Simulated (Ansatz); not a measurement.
Consider ZnCu$_{2}$SnS$_{4}$ (space group I-4, No. 82).

```
CELL_PARAMETERS angstrom
     -2.73416     2.73416     5.46742
      2.73416    -2.73416     5.46742
      2.73416     2.73416    -5.46742
ATOMIC_POSITIONS crystal
  Cu 0.00000 0.00000 0.00000
  Cu 0.75000 0.25000 0.50000
  Zn 0.25000 0.75000 0.50000
  Sn 0.50000 0.50000 0.00000
  S  0.63688 0.62894 0.52462
  S  0.10432 0.11226 0.47538
  S  0.37106 0.89568 0.00794
  S  0.88774 0.36312 0.99206
```

Calculations: PBE (Ansatz, a quantum-chemistry and plane-wave program; PAW; 420 eV plane waves; spin-orbit coupling left out).

Base values:

The pressure is 0.0 GPa and the band gap comes out as zero.

The change: the cell is scaled by 1.0053 in all directions, atoms relaxed at fixed cell.

Q: How does this affect the energy relative to the base?

A: The energy goes up by 1.1 meV/atom.

Q: Estimate the effect on the pressure.

A: The pressure (mean of the normal stresses, compression positive) goes from zero to -1.0 GPa.

Q: Estimate the effect on the band gap.

A: The band gap stays zero.

The cells carry an imposed strain or load. Stability against distortions was not tested. All final runs are without spin polarisation. Gaps under 0.05 eV, about the width of the smearing, are given as zero. A zero or small gap of ZnCu2SnS4 can be the functional's error rather than a property of the material.
